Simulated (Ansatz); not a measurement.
C (model structure, Fd-3m, No. 227, 2 atoms in the cell), treated with PBE in Ansatz (PAW).

Run with plane-wave cutoff 520 eV, 34×34×34 k mesh, Fermi–Dirac smearing 0.05 eV, scalar-relativistic PAW data made under PBE.

Cell (relaxed at this level):

```
CELL_PARAMETERS angstrom
     -1.26278     1.26278     1.78584
      1.26278    -1.26278     1.78584
      1.26278     1.26278    -1.78584
ATOMIC_POSITIONS crystal
  C  0.00000 0.00000 0.00000
  C  0.75000 0.25000 0.50000
```

Task: What does this level give for the band gap and smallest direct gap on the k points sampled?

Result: 
* **band gap**: 4.13 eV (indirect)
* **smallest direct gap on the k points sampled**: 5.59 eV

Static lattice: no zero-point or thermal effects.

Computing time: very roughly 15 core-seconds.

A model structure was made by putting elements into a prototype or built by hand; here it ended with the formula and space group of a phase in our tables.

Ansatz is an electronic-structure program.
